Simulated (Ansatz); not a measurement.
For corundum Ga₂O₃ (metastable phase), rVV10 in Ansatz (plane waves, PAW) gives:

| Property | Value |
|---|---|
| lattice constant a | 5.083 Å |
| lattice parameter c | 13.655 Å |
| enthalpy of formation | -1.944 eV/atom |

**Question.** What does r²SCAN in Ansatz (plane waves, PAW) give for the same quantities?

**Answer.** 
- lattice constant a: 4.984 Å (falls by 1.9 %)
- lattice parameter c: 13.441 Å (falls by 1.6 %)
- formation enthalpy: -2.069 eV/atom (moves by -0.125 eV/atom)

For comparison: lattice constant a 4.982 Å (measured, temperature not stated, no zero-point or thermal correction; as tabulated in Marezio, Remeika, J. Chem. Phys. 46, 1862 (1967) (COD 1538347)); lattice parameter c 13.433 Å (measured, temperature not stated, no zero-point or thermal correction; as tabulated in Marezio, Remeika, J. Chem. Phys. 46, 1862 (1967) (COD 1538347)).

Changes are worked out from the printed values.

Unless a cell is named, each level is at its own relaxed cell (rVV10 10.19, r²SCAN 9.64 Å³/atom).

Ansatz's density-functional and Hartree–Fock values are scalar-relativistic unless marked +SOC, with PAW data made under PBE.

Ansatz is an electronic-structure program.
